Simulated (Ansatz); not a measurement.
An Ansatz (an electronic-structure program) run: Rb with a change (uniaxial strain ε_zz = −1.50 %); PBEsol (Ansatz; PAW; 420 eV plane waves; no SOC).

Input:

Ansatz 0.2 input:
```yaml
crystal:
  lattice:
    - [-2.7856422408, 2.7856422408, 2.7438576072]
    - [2.7856422408, -2.7856422408, 2.7438576072]
    - [2.7856422408, 2.7856422408, -2.7438576072]
  atoms:
    - { symbol: Rb, position: [0, 0, 0] }
basis: { ecutwfc: 420, ecutrho_ratio: 4, xc_grid: 2, fft_grid_basis: typed }
kpoints: { mp_grid: { grid: [17, 17, 17] } }
hamiltonian:
  xc: pbesol
  dispersion: none
  pseudopotentials: { kind: paw }
scf: { occupations: { method: fermi_dirac, width: 0.1 }, convergence: { dr2_threshold: 0.0000000001 } }
relax: { f_tol: 0.005, max_steps: 50 }
output: { forces: true, stress: true }
checkpoint: { write: state.ck, write_every: 1000 }
```

Output:

```
Relaxation: its limit of steps is 50 (relax.max_steps)
WARN ansatz: RAYON_NUM_THREADS=1 ignored (pool sized by the plan → 1); use --threads N
Pseudopotentials: kind: paw
Pseudopotential: Rb, paw, valence charge 9
Functional definition: PBEsol
Crystal: 1 atoms, lattice volume = 85.167 Å³
Basis set: ecut = 420 eV, 1649 PW (Γ), exchange–correlation on 72×72×72 points (8 copies of the dense FFT grid, shifted against one another)
Bands: 9, of which v1, the nominal top of the filled ones, is band 5 counted from 1 (4 counted from 0)
Symmetry: 16 space group operations
Space group: I4/mmm (ITA 139), of the structure as read, at distance tolerance 4.4e-5 Å
k-points: 405 of 4913
PAW frozen core: Rb, regenerated for the run's functional, and the local potential with it
Initial density: superposition of atomic densities (neutral atoms: chi_scale 0, normalization atom), corrected by the library's trained network
Initial wavefunctions: pseudopotential atomic-orbital guess
Eigensolver: davidson
Functional: x = pbesol(κ = 0.804, μ = 0.12345679012345678), c = pbesol(β = 0.046)
SCF iter   1: F=—  HF=-3217.006332 eV  |F-HF|=—  |Δ(HF+E_count)|=         —  Δρ=6.24e-4  dr2=1.21e-4  ethr=1.77e-3  ⟨swp⟩=7.3  Hψ=30722  notcnv=0
all-band conjugate gradients solve this SCF's bands
preconditioner: auto → Kerker (q_TF=auto, 1.876 Å⁻¹)
SCF iter   2: F=—  HF=-3217.007005 eV  |F-HF|=—  |Δ(HF+E_count)|=   6.73e-4  Δρ=2.86e-4  dr2=2.52e-5  ethr=1.34e-6  ⟨swp⟩=3.3  Hψ=9991  notcnv=0
SCF iter   3: F=—  HF=-3217.007016 eV  |F-HF|=—  |Δ(HF+E_count)|=   1.15e-5  Δρ=4.25e-5  dr2=1.10e-6  ethr=2.81e-7  ⟨swp⟩=2.1  Hψ=5480  notcnv=0
SCF iter   4: F=—  HF=-3217.007018 eV  |F-HF|=—  |Δ(HF+E_count)|=   1.42e-6  Δρ=1.79e-5  dr2=3.74e-7  ethr=1.23e-8  ⟨swp⟩=1.0  Hψ=3659  notcnv=0
SCF iter   5: F=—  HF=-3217.007018 eV  |F-HF|=—  |Δ(HF+E_count)|=   4.74e-8  Δρ=4.64e-6  dr2=5.28e-8  ethr=4.16e-9  ⟨swp⟩=2.0  Hψ=5114  notcnv=0
SCF iter   6: F=—  HF=-3217.007018 eV  |F-HF|=—  |Δ(HF+E_count)|=   1.88e-9  Δρ=1.56e-6  dr2=3.31e-9  ethr=5.86e-10  ⟨swp⟩=2.0  Hψ=5043  notcnv=0
SCF iter   7: F=—  HF=-3217.007018 eV  |F-HF|=—  |Δ(HF+E_count)|=   1.52e-9  Δρ=4.04e-7  dr2=1.65e-10  ethr=3.68e-11  ⟨swp⟩=2.5  Hψ=5157  notcnv=0
SCF iter   8: F=-3217.007018 eV  HF=-3217.007018 eV  |F-HF|=1.82e-12  |Δ(HF+E_count)|=  9.91e-11  Δρ=7.59e-8  dr2=6.72e-12  ethr=1.11e-12  ⟨swp⟩=4.4  Hψ=11186  notcnv=0
SCF 1 converged in 8 iterations: F = -3217.007018 eV  dr2 = 6.72e-12
relax step   1: F+E_penalty+E_count = -3217.00701760 eV  Δ(F+E_penalty+E_count) = +0.000e0 eV  max|allowed force component| = 0.000e0 eV/Å  Δτ_max = 0.0000 Å  (8 SCF iters, accepted)
SCF converged after 8 iterations
Free energy (F): -3217.007018 eV
Harris-Foulkes:  -3217.007018 eV  (|F-HF|=1.82e-12)
Internal energy: -3216.977554 eV  (E = F + TS)
E sigma→0 (E₀):  -3216.992286 eV
Entropy (-TS):   -0.029463 eV (-29.463 meV/atom)
Fermi energy:    2.153817 eV
--- Per-component energies (eV) ---
  E_band       = -116.409778
  E_kinetic    = 190.928764
  E_local      = -696.468435  (includes V_loc(G=0)·N_el)
  E_nonlocal   = 175.173791
  E_hartree    = 193.212734
  E_xc         = -127.800308
  E_vxc        = -134.334024  (∫ρ·V_xc dr)
  E_paw        = -2569.281268  (= ΣΔE_a)
  E_vpaw       = -38.135383  (= ΣTr[D̂ρ^β])
  E_aug_tail   = -0.000001  (compensation charges beyond the density's cutoff)
  E_ewald      = -382.866504
  E_core_change = 0.123671  (= ΣΔE_core)
  E_smearing   = -0.029463  (= −TS)
  E_closure    = 0.000000  (closes the sum)
  Σ components = -3217.007018   (vs F -3217.007018, Δ=0.00e0)
  [band-id]    e_kinetic+e_local+e_nonlocal+2·e_hartree+e_vxc+e_vpaw+e_augmentation_tail = -116.409819   (vs E_band -116.409778, Δ=-4.12e-5)
--- Forces (eV/Å), atoms counted from 1 ---
  atom   1  Rb     0.00000000    -0.00000000    -0.00000000
  max |Σ_I F_I| component: 1.97e-31 eV/Å
--- Stress (GPa, compression-positive) ---
        0.042836      -0.000000      -0.000000
       -0.000000       0.042836       0.000000
       -0.000000       0.000000       0.051346
  P = ⅓ Tr σ = 0.0457 GPa (0.457 kbar)
  The stress holds the Pulay correction. Without it, at fixed plane waves, as pw.x and ABINIT print it: P = 0.0454 GPa
  The stress includes an estimate of the error left by incomplete SCF convergence (largest component 0.0000 GPa).
--- Band table ---
  band table: none
--- Relaxed structure (1 steps of the walk, 1 accepted, 0 SCFs on fresh bases) ---
  F+E_penalty+E_count = -3217.00701760 eV   max|allowed force component| = 0.000e0 eV/Å
  atoms:
    - { symbol: Rb, position: [0.0, 0.0, 0.0] }
```

Stability against distortions was not tested. The cell was made from Rb in the bcc (W type) structure (space group Im-3m, No. 229) by this change: uniaxial strain ε_zz = −1.50 %.
